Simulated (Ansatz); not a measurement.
Start from ZnO in the wurtzite structure (space group P6_3mc, No. 186; a = 3.230 Å, c = 5.214 Å). Axes: x lies along a and z along c of the hexagonal cell.

Structures relaxed with PBEsol, PAW, 420 eV (Ansatz, a program for electronic structure; no SOC).

Base:

Simulated powder pattern, Cu Kα, λ = 1.54184 Å (kinematic, ideal powder, no thermal factors, no anomalous dispersion; the 8 strongest lines at most, above 2 %, up to 2θ = 90°):

| 2θ (°) | I/Imax (%) | hkl |
|---|---|---|
| 32.00 | 51 | (100) |
| 34.40 | 39 | (002) |
| 36.45 | 100 | (101) |
| 47.68 | 23 | (102) |
| 57.03 | 34 | (110) |
| 62.96 | 34 | (103) |
| 68.32 | 28 | (112) |
| 69.60 | 15 | (201) |

One thing is altered: biaxial strain −1.80 %, plane normal [001], relaxed out of plane (Cartesian); in-plane vectors clamped, the third vector and the atoms free.

Problem. How do the reflections move or split?

Solution. 
Simulated powder pattern, Cu Kα, λ = 1.54184 Å (kinematic, ideal powder, no thermal factors, no anomalous dispersion; the 8 strongest lines at most, above 2 %, up to 2θ = 90°):

```
2θ (°)  I/Imax (%)    hkl
------  ----------  -----
32.60           48  (100)
33.78           39  (002)
36.84          100  (101)
47.65           22  (102)
58.17           32  (110)
62.44           36  (103)
68.99           26  (112)
70.87           14  (201)
```

The indices refer to the base's conventional cell; one index is shown for lines that coincide.

No phonon test of stability was made.
